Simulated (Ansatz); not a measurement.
The reference is SrTiO₃ in the cubic perovskite structure (space group Pm-3m, No. 221; a = 3.854 Å). Axes: x, y, z lie along the cube axes.

The values are results of LDA, PAW, 420 eV (Ansatz, an electronic-structure program; no SOC), not measurements.

Strains are applied to the cell and any free atomic positions relax.

One change was made to it. Results:

```tsv
quantity	base	after
band gap	1.85 eV	1.84 eV
pressure (mean of the normal stresses, compression positive)	0.00 GPa	6.88 GPa
energy relative to the base (free energy F)	0 meV/atom	+14 meV/atom
```

### Question
Name the change that was made.
A) uniaxial strain ε_zz = −0.60 %
B) uniaxial strain ε_zz = −2.40 %
C) uniaxial strain ε_zz = −1.20 %
D) uniaxial strain ε_zz = −3.00 %
E) uniaxial strain ε_zz = −1.80 %

### Answer
D, uniaxial strain ε_zz = −3.00 %. For comparison, the energy relative to the base in the other runs: uniaxial strain ε_zz = −1.80 % gives +4.7 meV/atom; uniaxial strain ε_zz = −1.20 % gives +2.0 meV/atom; uniaxial strain ε_zz = −0.60 % gives +0.5 meV/atom; uniaxial strain ε_zz = −2.40 % gives +8.5 meV/atom.

Stability against distortions was not tested. All final runs are without spin polarisation. Many cubic perovskites are stable only at high temperature; tilts and polar distortions were not tested.
